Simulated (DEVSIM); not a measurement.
Device: Pt/La2O3/SiO2/p-Si capacitor, at 300 K.

Layer 1 from the left is La2O3, thickness (nm) 3.00. Layer 2 from the left is SiO2, thickness (nm) 0.960. Layer 3 from the left is Si, thickness (nm) 2000, Na (cm⁻³) 7.9e16.

Metal gate on the left, work function 5.6 eV. Fixed charge at the semiconductor interface -7.3e11 cm⁻² (in units of +e); no interface traps.

Constants are typed, rounded textbook-type inputs, not results; the design itself was drawn at random and stands for no fabricated device. Values at 300 K.

La2O3: gap (eV) 5.8, affinity (eV) 1.8, permittivity 27. SiO2: gap (eV) 9, affinity (eV) 0.9, permittivity 3.9. Si: gap (eV) 1.124, affinity (eV) 4.05, permittivity 11.7, Nc (cm⁻³) 2.86e19, Nv (cm⁻³) 3.1e19.

Simulated with DEVSIM: 1D Poisson equation in equilibrium, Boltzmann statistics, complete ionisation; no quantum confinement or tunnelling. Metal contacts follow the ideal Schottky-Mott rule: no Fermi-level pinning, no interface dipoles.

Q: What does the simulation give for the flat-band voltage?

A: flat-band voltage 0.63 V.
